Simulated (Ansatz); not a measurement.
Take InP in the zinc blende structure (space group F-43m, No. 216; a = 5.827 Å) as the base.

Calculations: LDA (Ansatz, a first-principles code, PAW, spin-orbit coupling left out).

Strains are applied to the cell and any free atomic positions relax.

One change was made to it. Results:

```json
[
 {"quantity": "energy relative to the base (free energy F)", "base": "0 meV/atom", "after": "+40 meV/atom"},
 {"quantity": "pressure", "base": "0.00 GPa", "after": "-5.11 GPa"},
 {"quantity": "valley order (the lowest conduction-band minima on the path, energy above the VBM, named in the base's zone)", "base": "Γ 0.58 eV; L along ⟨111⟩ 1.35 eV; X along ⟨100⟩ 1.57 eV", "after": "Γ 0.10 eV; L along ⟨111⟩ 1.14 eV; X along ⟨100⟩ 1.71 eV"}
]
```

**Question.** Name the change that was made.
A. isotropic strain +3.00 %
B. isotropic strain +1.00 %
C. isotropic strain −0.50 %

**Answer.** A, isotropic strain +3.00 %. For comparison, the valley order in the other runs: isotropic strain −0.50 % gives Γ 0.66 eV; L along ⟨111⟩ 1.39 eV; X along ⟨100⟩ 1.55 eV; isotropic strain +1.00 % gives Γ 0.42 eV; L along ⟨111⟩ 1.28 eV; X along ⟨100⟩ 1.62 eV.

The levels and masses belong to the bands next to the band gap. Whether these cells are dynamically stable was not tested.
